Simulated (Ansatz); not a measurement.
Results of PBEsol (PAW; Ansatz, an electronic-structure program) for ZrIr₃ (Pm-3m, No. 221, 4 atoms in the cell; start mp-1438).

Run with plane-wave cutoff 520 eV, 14×14×14 k mesh, Fermi–Dirac smearing 0.05 eV, no spin polarisation, scalar-relativistic PAW data made under PBE.

Cell (relaxed at this level):

```
CELL_PARAMETERS angstrom
      3.93320     0.00000     0.00000
      0.00000     3.93320     0.00000
      0.00000     0.00000     3.93320
ATOMIC_POSITIONS crystal
  Zr 0.00000 0.00000 0.00000
  Ir 0.50000 0.50000 0.00000
  Ir 0.00000 0.50000 0.50000
  Ir 0.50000 0.00000 0.50000
```

Q: Give the computed bulk modulus B0.

A: 
- bulk modulus B0: 298 GPa

Note: the run has no spin polarisation, so it can have missed a magnetic state; the bulk modulus is −V dP/dV from two relaxed cells at ±2 % in volume; the relaxation could not lower the start's symmetry, so the cell can be a saddle point above a distorted one.

Spin–orbit coupling is not included.

Cost on a shared machine: very roughly 80 core-seconds.

A start named mp-… is a Materials Project structure, which need not be a measured phase.
